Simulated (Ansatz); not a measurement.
## Quick settings and what they miss: La2Al2Ge (Cmcm, 10 atoms in the cell)

Self-consistent single point.

```
CELL_PARAMETERS angstrom
      2.08405   -13.55120     0.00000
      2.08405    13.55120     0.00000
      0.00000     0.00000     4.58272
ATOMIC_POSITIONS crystal
  La 0.20495 0.79505 0.75000
  La 0.79505 0.20495 0.25000
  La 0.57491 0.42509 0.75000
  La 0.42509 0.57491 0.25000
  Al 0.88121 0.11879 0.75000
  Al 0.11879 0.88121 0.25000
  Al 0.97653 0.02347 0.75000
  Al 0.02347 0.97653 0.25000
  Ge 0.32652 0.67348 0.75000
  Ge 0.67348 0.32652 0.25000
```

Method of the run: PBEsol, PAW files made with PBE (plane waves; Ansatz, a first-principles code).

Base settings: basis.ecutwfc = 30.9 Ry; kpoints.mp_grid.grid = 5 5 5; hamiltonian.xc = pbesol; hamiltonian.pseudopotentials = {kind: paw} (the program's default PAW files); scf.occupations.method = fermi_dirac; scf.occupations.width = 0.0073 Ry.

Tight run (finer mesh or higher cutoff; not a proven limit): basis.ecutwfc: 30.9 Ry → 43.4 Ry; kpoints.mp_grid.grid: 5 5 5 → 7 7 7; scf.convergence.dr2_threshold: default (1e-07 eV) → 1e-09 eV. It gave Fermi level (on the code's own zero) 9.32 eV; pressure -2.32 GPa; largest force (vector length) 0.148 eV/Å.

Quick runs, as changes from the base:
- A: the base itself
- B: basis.ecutwfc: 30.9 Ry → 21.7 Ry; kpoints.mp_grid.grid: 5 5 5 → 4 4 4; scf.occupations.method: fermi_dirac → cold; scf.occupations.width: 0.0073 Ry → 0.0367 Ry
- C: basis.ecutwfc: 30.9 Ry → 24.6 Ry; kpoints.mp_grid.grid: 5 5 5 → 6 6 6
- D: basis.ecutwfc: 30.9 Ry → 18.4 Ry; kpoints.mp_grid.grid: 5 5 5 → 3 3 3; kpoints.mp_grid.shift: default → 0.5 0.5 0.5
- E: basis.ecutwfc: 30.9 Ry → 18.4 Ry; kpoints.mp_grid.grid: 5 5 5 → 1 1 1; scf.occupations.method: fermi_dirac → gaussian; scf.occupations.width: 0.0073 Ry → 0.0367 Ry

Energies are extrapolated to zero smearing width, which holds to low order in the width alone.

The count of work is k-points × plane waves × bands × iterations; it is no time. 

Pressures in the table are Ansatz's without its Pulay estimate, at a fixed set of plane waves; the tight run's value above holds the estimate.

The starting cell comes from a database of computed structures (which also holds hypothetical and non-ambient phases and stackings), without a prior relaxation at this level. Its lattice was rescaled by a random factor within 2.5 % of one.

| run | energy less tight (meV/atom) | pressure less tight (GPa) | largest miss in a force vector (eV/Å) | count of work / tight |
|---|---|---|---|---|
| A | 1.0 | -0.01 | 0.020 | 0.21 |
| B | 41.7 | -1.80 | 0.071 | 0.098 |
| C | 7.4 | -0.41 | 0.005 | 0.29 |
| D | 226.9 | -8.13 | 0.236 | 0.029 |
| E | 1095.3 | -8.07 | 3.688 | 0.0048 |

Among the runs at the tight run's level, the energy misses run from 1.0 to 1095.3 meV/atom.

Left out of this page: 1 run of the series outside the window shown, repeating another row's setting, or not comparable.

Keys are those of Ansatz 0.2.
